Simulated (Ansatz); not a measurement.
The reference is NaI in the zinc blende structure (space group F-43m, No. 216; a = 7.1634 Å; a hypothetical phase, not in the database extracts checked). Axes: x, y, z lie along the cube axes.

(Cell as relaxed with PBE.)

Levels (all Ansatz, a first-principles code, PAW): PBE (420 eV, without spin-orbit coupling); r2SCAN (500 eV, no SOC).

Each level relaxes its own structure.

| base | PBE | r2SCAN |
|---|---|---|
| volume per atom | 45.95 Å³ | 44.51 Å³ |
| lattice parameter a | 7.163 Å | 7.088 Å |
| band gap | 3.77 eV | 4.42 eV |

Modification: biaxial strain +2.26 %, plane normal [001], relaxed out of plane (Cartesian); in-plane vectors clamped, the third vector and the atoms free.

```json
[
 {"quantity": "electron mass", "PBE": "0.37 mₑ (at Γ)", "r2SCAN": "0.36 mₑ (at Γ)"},
 {"quantity": "valley order (the lowest conduction-band minima on the path, energy above the VBM, named in the base's zone)", "PBE": "Γ 3.72 eV; X along [001] 5.17 eV; X along [100] 5.17 eV", "r2SCAN": "Γ 4.36 eV; X along [001] 5.53 eV; X along [100] 5.55 eV"},
 {"quantity": "out-of-plane strain", "PBE": "-4.03 %", "r2SCAN": "-4.20 %"}
]
```

Both order the valleys alike; PBE's out-of-plane strain lies 0.17 % above r2SCAN's. Neither level is exact; r2SCAN is the comparison here, not a measurement.

With I present, leaving out spin-orbit coupling can change the band edges. Effective masses come from finite differences of ±0.01 Å⁻¹. Stability against distortions was not tested.
